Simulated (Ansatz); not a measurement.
**SnSe: carrier doping**

The reference is SnSe (space group Pnma, No. 62; a = 11.4923 Å, b = 4.1690 Å, c = 4.3846 Å; layered, stacked along the Cartesian x axis).

Carriers are added at fixed cell with a uniform background; the Fermi–Dirac width is that of 300 K.

The values are results of Kohn–Sham DFT with the PBE-D3(BJ) functional, run in Ansatz (a program for electronic structure) with PAW and 420 eV plane waves, no SOC, earlier PAW set, not measurements.

Notes on the quantities. Fermi level from band edge: Fermi level relative to the doped band's edge (positive inside the band; to 0.05 eV).

```csv
change,gap between the host's bands,Fermi level from band edge,largest internal atomic displacement
undoped,0.46 eV,–,–
electrons 3.0×10^21 cm⁻³,0.30 eV,+0.65 eV,0.055 Å
holes 2.0×10^21 cm⁻³,[?],[?],0.080 Å
holes 3.0×10^21 cm⁻³,[?],+0.65 eV,[?]
```

**Question.** Fill in the withheld entries from the trend.

**Answer.** 
- holes 2.0×10^21 cm⁻³, gap between the host's bands: 0.35 eV
- holes 2.0×10^21 cm⁻³, Fermi level from band edge: +0.55 eV
- holes 3.0×10^21 cm⁻³, gap between the host's bands: 0.27 eV
- holes 3.0×10^21 cm⁻³, largest internal atomic displacement: 0.160 Å

Carriers are added with a uniform compensating background; total energy and stress of such cells depend on the potential's zero and are not compared; many-body gap narrowing is missing at this level. Whether these cells are dynamically stable was not tested. The D3 term's C6 switches between coordination references near this geometry, which can add small steps to energies.
